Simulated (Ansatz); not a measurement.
Take HfN in the rock salt structure (space group Fm-3m, No. 225; a = 4.5255 Å) as the base.

Computed with r2SCAN/PAW in Ansatz (an electronic-structure program), no spin-orbit coupling.

Base values:

The lattice parameter a comes out as 4.525 Å.

One thing is altered: C takes the place of N on all its sites; the structure is relaxed again.

**Question.** Predict the new lattice parameter a.

**Answer.** The lattice parameter a grows by 0.1152 Å to 4.641 Å.

Stability against distortions was not tested. All final runs are without spin polarisation. An odd electron count without spin: HfN.
